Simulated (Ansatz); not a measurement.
PBE against PBEsol: hypothetical diamond Cu, 4 layers

Base system: Cu in the diamond structure (space group Fd-3m, No. 227; a = 5.351 Å; a hypothetical phase, not in the database extracts checked). Axes: x, y, z lie along the cube axes.

(Cell as relaxed with PBE.)

Levels (all Ansatz, an electronic-structure program, PAW): PBE (420 eV, spin-orbit coupling left out); PBEsol (420 eV, spin-orbit coupling left out).

Each level relaxes its own structure.

| base | PBE | PBEsol |
|---|---|---|
| volume per atom | 19.16 Å³ | 17.89 Å³ |
| lattice parameter a | 5.351 Å | 5.231 Å |
| band gap | zero | zero |

Now apply this change: a free-standing slab of 4 layers (8 atoms, 2 a layer) is cut normal to [110], with 15 Å of vacuum and the in-plane cell held at bulk.

```csv
quantity,PBE,PBEsol
excess energy per area of both faces (slab less bulk energy over the cell's area: twice a surface energy) (uncertain by up to 0.07 J/m²),1.3 J/m²,1.7 J/m²
shortest interatomic distance,2.322 Å,2.277 Å
band gap,zero,zero
```

PBE's excess energy per area of both faces lies 0.4 J/m² below PBEsol's; PBE's shortest interatomic distance lies 0.045 Å above PBEsol's (2.0 %); the two agree on the band gap. Neither level is exact; PBEsol is the comparison here, not a measurement.

The excess energy carries the mismatch between the slab's and the bulk's meshes. Stability against distortions was not tested. All final runs are without spin polarisation.
